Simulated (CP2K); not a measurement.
**CP2K run on Ir (Fm-3m, 1 atom in the cell): self-consistent single point**

Computed with PBE, GPW, DZVP-MOLOPT-SR-GTH basis, GTH-PBE potentials (GTH_POTENTIALS) run with CP2K 2026.2.

Input as run:

```
&GLOBAL
  PROJECT calc
  RUN_TYPE ENERGY_FORCE
  PRINT_LEVEL MEDIUM
&END GLOBAL
&FORCE_EVAL
  METHOD Quickstep
  STRESS_TENSOR ANALYTICAL
  &DFT
    BASIS_SET_FILE_NAME BASIS_MOLOPT
    POTENTIAL_FILE_NAME GTH_POTENTIALS
    &QS
      METHOD GPW
      EPS_DEFAULT 1E-10
    &END QS
    &MGRID
      CUTOFF 500
      REL_CUTOFF 50
      NGRIDS 5
    &END MGRID
    &SCF
      SCF_GUESS ATOMIC
      EPS_SCF 1E-6
      MAX_SCF 100
      ADDED_MOS 4
      &DIAGONALIZATION
        ALGORITHM STANDARD
      &END DIAGONALIZATION
      &MIXING
        METHOD BROYDEN_MIXING
        ALPHA 0.2
        NBUFFER 10
      &END MIXING
      &SMEAR ON
        METHOD FERMI_DIRAC
        ELECTRONIC_TEMPERATURE [K] 1160.45
      &END SMEAR
    &END SCF
    &KPOINTS
      SCHEME MONKHORST-PACK 10 10 10
      GAMMA_CENTERED T
    &END KPOINTS
    &XC
      &XC_FUNCTIONAL PBE
      &END XC_FUNCTIONAL
    &END XC
    &PRINT
      &MO
        EIGENVALUES T
        OCCUPATION_NUMBERS T
        NDIGITS 8
        FILENAME mo
        &EACH
          QS_SCF 0
        &END EACH
        ADD_LAST NUMERIC
      &END MO
      &MULLIKEN ON
      &END MULLIKEN
    &END PRINT
  &END DFT
  &SUBSYS
    &CELL
      ABC 2.71529000 2.71528990 2.71529008
      ALPHA_BETA_GAMMA 59.99999440 60.00000102 59.99999875
      PERIODIC XYZ
    &END CELL
    &COORD
      SCALED
      Ir       0.00000000     0.00000000     0.00000000
    &END COORD
    &KIND Ir
      BASIS_SET DZVP-MOLOPT-SR-GTH
      POTENTIAL GTH-PBE-q17
    &END KIND
  &END SUBSYS
  &PRINT
    &FORCES ON
    &END FORCES
    &STRESS_TENSOR ON
    &END STRESS_TENSOR
  &END PRINT
&END FORCE_EVAL
```

The program printed (abridged):

```
 GLOBAL| Method name                                                        CP2K
 GLOBAL| Project name                                                       calc
 GLOBAL| Run type                                                   ENERGY_FORCE

 CELL| Volume [angstrom^3]:                                            14.155775
 CELL| Vector a [angstrom]:       2.715     0.000     0.000   |a| =     2.715290
 CELL| Vector b [angstrom]:       1.358     2.352     0.000   |b| =     2.715290
 CELL| Vector c [angstrom]:       1.358     0.784     2.217   |c| =     2.715290
 CELL| Angle (b,c), alpha [degree]:                                    59.999994
 CELL| Angle (a,c), beta  [degree]:                                    60.000001
 CELL| Angle (a,b), gamma [degree]:                                    59.999999
 CELL| Numerically orthorhombic:                                              NO
 CELL| Periodicity                                                           XYZ

 DFT| Spin restricted Kohn-Sham (RKS) calculation                            RKS
 DFT| Multiplicity                                                             2
 DFT| Number of spin states                                                    1
 DFT| Charge                                                                   0
 DFT| XC density smoothing                                                  NONE
 DFT| XC derivatives                                                          PW

 QS| Method:                                                                 GPW
 QS| Density plane wave grid type                        NON-SPHERICAL FULLSPACE
 QS| Number of grid levels:                                                    5
 QS| Density cutoff [a.u.]:                                                250.0
 QS| Multi grid cutoff [a.u.]: 1) grid level                               250.0
   [... lines left out ...]
 BRILLOUIN| Wavefunction type                                            COMPLEX
 BRILLOUIN| List of Kpoints [2 Pi/Bohr]                                      504
 BRILLOUIN| Number           Weight            X              Y              Z
 BRILLOUIN|     1           0.00200       -0.40000       -0.40000       -0.40000
 BRILLOUIN|     2           0.00200       -0.40000       -0.40000       -0.30000
 BRILLOUIN|     3           0.00200       -0.40000       -0.40000       -0.20000
   [... 501 lines left out ...]
 *******************************************************************************

 Extrapolation method: initial_guess

 Re-scaling the density matrix to get the right number of electrons
                  # Electrons              Trace(P)               Scaling factor
                           17                17.000                        1.000

 Number of electrons:                                                         17
 Number of occupied orbitals:                                                  9
 Number of molecular orbitals:                                                13

 Number of orbital functions:                                                 26
 Number of independent orbital functions:                                     26
 SCF WAVEFUNCTION OPTIMIZATION

  Step     Update method      Time    Convergence         Total energy    Change
     1 NoMix/Diag. 0.20E+00      -     1.00181839      -105.9942391384 -1.06E+02
     2 Broy./Diag. 0.20E+00      -     0.01876717      -105.8298193339  1.64E-01
     3 Broy./Diag. 0.20E+00      -     0.03815802      -105.5937498642  2.36E-01
     4 Broy./Diag. 0.20E+00      -     0.00508756      -105.4562652028  1.37E-01
     5 Broy./Diag. 0.20E+00      -     0.00031318      -105.4758936271 -1.96E-02
     6 Broy./Diag. 0.20E+00      -     0.00002945      -105.4770859035 -1.19E-03
     7 Broy./Diag. 0.20E+00      -     0.00003955      -105.4773051425 -2.19E-04
     8 Broy./Diag. 0.20E+00      -     0.00000029      -105.4772883321  1.68E-05
  *** SCF run converged in     8 steps ***

  Electronic density on regular grids:        -16.9999999998        0.0000000002
  Core density on regular grids:               16.9999999988       -0.0000000012
  Total charge density on r-space grids:       -0.0000000009
  Total charge density g-space grids:          -0.0000000009

  Overlap energy of the core charge distribution:               0.00000000038022
  Self energy of the core charge distribution:               -159.85371533853095
  Core Hamiltonian energy:                                     35.35923205204000
  Hartree energy:                                              29.65423557212456
  Exchange-correlation energy:                                -10.63585473980313
  Electronic entropic energy:                                  -0.00118587781850
  Fermi energy:                                                 0.67113953914240

  Total energy:                                              -105.47728833213417
  Total energy (extrapolated to T->0):                       -105.47669539322492

                     Mulliken Population Analysis

 #  Atom  Element  Kind  Atomic population                           Net charge
       1     Ir       1         17.000000                              0.000000
 # Total charge                             17.000000                  0.000000

 ENERGY| Total FORCE_EVAL ( QS ) energy [hartree]           -105.477297289452395

 FORCES| Atomic forces [hartree/bohr]
 FORCES|   Atom     x               y               z               |f|
 FORCES|      1  8.63331044E-16 -2.74839453E-14 -1.72824350E-14   3.24776100E-14
 FORCES| Sum     8.63331044E-16 -2.74839453E-14 -1.72824350E-14
 FORCES| Total atomic force                                       3.24776100E-14

 STRESS| Analytical stress tensor [bar]
 STRESS|                        x                   y                   z
 STRESS|      x        7.01737934115E+04  -1.93120995511E-02  -1.09929439630E-02
 STRESS|      y       -1.93120995511E-02   7.01742000041E+04  -3.53840409048E-01
 STRESS|      z       -1.09929439630E-02  -3.53840409048E-01   7.01738152734E+04
 STRESS| 1/3 Trace                                             7.01739362297E+04
```

The run converged in 8 iterations.

The starting cell has typed, rounded lattice constants, without a prior relaxation at this level. Spin polarisation is off. Values carry the incompleteness of an atom-centred basis. With a pressure of about 7 GPa the cell is away from its equilibrium volume at this level.

Cost on one core of a shared machine: roughly 90 s.
